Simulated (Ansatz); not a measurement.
Results of r²SCAN+rVV10 (Ansatz, a first-principles code, PAW) for GdCl3 (P6₃/m, No. 176).

Run with plane-wave cutoff 560 eV, 6×6×8 k mesh (along the axes of the cell as run), Fermi–Dirac smearing 0.01 eV, spin-polarised with parallel moments, scalar-relativistic PAW data made under PBE.

Computed at the level's own relaxed cell.

Q: What does this level give for the equilibrium lattice constant a and lattice parameter c?

A: 
- equilibrium lattice constant a: 7.345 Å
- lattice parameter c: 4.097 Å

Note: the magnetic order was assumed, not searched for or taken from measurement; the 4f shell is treated without U or exact exchange, so its levels and filling can be wrong.

Spin–orbit coupling is not included.

The computed numbers hold no vibrational or temperature effects.
